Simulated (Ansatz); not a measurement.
Faces of fcc Pt, relaxed in 1x1 cells (a = 3.970 Å). A vicinal face is read as terraces and steps: γ(θ) = γ(terrace)·cos θ + (β/h)·sin θ, with θ the angle to the terrace, h the step's height and β the energy a length of step; on such narrow terraces β holds the steps' interaction too.

Level of theory: PBE (plane waves to 420 eV, PAW; Ansatz, a first-principles code).

```json
[
 {"face": "(100)", "γ (J/m²)": "1.87"},
 {"face": "(110)", "γ (J/m²)": "1.90"},
 {"face": "(111)", "γ (J/m²)": "1.47"},
 {"face": "(210)", "γ (J/m²)": "1.92"},
 {"face": "(211)", "γ (J/m²)": "1.69"},
 {"face": "(221)", "γ (J/m²)": "1.65"},
 {"face": "(311)", "γ (J/m²)": "1.81"},
 {"face": "(320)", "γ (J/m²)": "1.91"},
 {"face": "(321)", "γ (J/m²)": "1.80"},
 {"face": "(322)", "γ (J/m²)": "1.63"}
]
```

Task: What step energy does (211) give on (111) terraces?

Result: θ = 19.5°, h = a/√3 = 2.29 Å, so β = (1.69 − 1.47·cos θ)·h / sin θ = 131 meV/Å (1 J/m² = 62.4 meV/Å²).

Task: What step energy does (221) give on (111) terraces?

Result: θ = 15.8°, h = a/√3 = 2.29 Å, so β = (1.65 − 1.47·cos θ)·h / sin θ = 124 meV/Å (1 J/m² = 62.4 meV/Å²).

Task: What step energy does (210) give on (100) terraces?

Result: θ = 26.6°, h = a/2 = 1.98 Å, so β = (1.92 − 1.87·cos θ)·h / sin θ = 69 meV/Å (1 J/m² = 62.4 meV/Å²).
